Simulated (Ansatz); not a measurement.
AlAs under load (space group I-4m2), PBE with spin-orbit coupling, rigid bands in Ansatz (a quantum-chemistry and plane-wave program). Condition of this run: biaxial stress in (001) of -1.2 GPa (compression positive) (the target of the relaxation). Band gap 1.26 eV, N_c = 6.33e18 cm⁻³ and N_v = 8.86e18 cm⁻³ at 300 K, conductivity masses along x (a = (0.00, 2.87, 2.80) Å; b = (2.87, 0.00, 2.80) Å; c = (2.87, 2.87, 0.00) Å) of 0.270 mₑ (electrons) and 0.596 mₑ (holes). Take k_BT = 0.02585 eV.

Problem. A film of it is 3 nm thick, with its normal along the direction named. Estimate the confinement energies in an infinite well.

Solution. ħ²π²/(2m t²) = 0.376 eV·nm²/(m/mₑ × t²) gives 155 meV for electrons and 70.1 meV for holes, so the gap would widen to about 1.48 eV. Finite barriers and nonparabolic bands lower this, and with several valleys or bands the heaviest mass along the normal sets the lowest level, not this average.

Problem. What thermal injection velocity √(2k_BT/πm) limits a ballistic channel along the direction named?

Solution. 1.04e7 cm/s for electrons and 6.97e6 cm/s for holes, a ratio of √(m_h/m_e) = 1.49, for dilute carriers.

Problem. What built-in voltage has an abrupt junction with N_A = 1e16 and N_D = 1e18 cm⁻³, all dopants ionised?

Solution. V_bi = E_g/e − (k_BT/e) ln(N_c N_v/(N_A N_D)) = 1.26 − 0.02585 × 8.63 = 1.04 V, for the computed gap.

Rigid bands with the computed gap; masses take one relaxation time for all states. Geometry: cell and atoms relaxed with PBEsol.
